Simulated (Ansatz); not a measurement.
SiO2: strain along the normal

SiO2 (rutile, P4_2/mnm, 8.046 Å³/atom at rest, c along z) under an equal strain ε in the (001) plane with the normal axis free, as in a coherent film. PBE in Ansatz, a plane-wave DFT program (PAW, default set), 420 eV, 8×8×12 Γ-centred mesh, Fermi-Dirac smearing 0.05 eV; ions are relaxed within the symmetry of each cell.

Here s stands for strain and y for normal strain.

```csv
strain (%),normal strain (%)
-1.20,0.64
-0.60,0.32
0.00,0.00
0.60,-0.30
1.20,-0.59
3.00,?
```

Task: Fit y against s with a straight line, and predict the withheld value at s = 3.00.

Result: Means: s 0, y 0.014. About the means, the sum of products is -1.8480 and the sum of squares of s is 3.6000; the slope is their ratio. Least squares gives y = 0.014 - 0.5133·s. Residuals (row less fit): 0.010, -0.002, -0.014, -0.006, 0.012; standard error 0.013 (degrees of freedom: 3). The slope, -0.51 ± 0.01, is the elastic response of the normal axis, −2C13/C33. At the withheld row, y = 0.014 - 0.5133 × 3.0 = -1.526%. The calculation gives -1.40%, 0.126% above the prediction (6.2 % of the range of y in the table). The row lies outside the fitted rows, so this is an extrapolation. From the scatter of the fitted rows alone, a prediction at this place has a standard error of 0.024%, so the miss is 5.2 times that.

One order more, fitted to all 11 runs of the series, follows each within 0.01, so the miss is the next term of a smooth law. SiO2 is here stishovite, a high-pressure form. Rows are the converged runs of the series near zero and its far end; series whose fitted rows scatter by over a few per cent of the range, as at a crossing or softening among them, aren't shown in this form. Most that stay on the fit to the last digits aren't either.
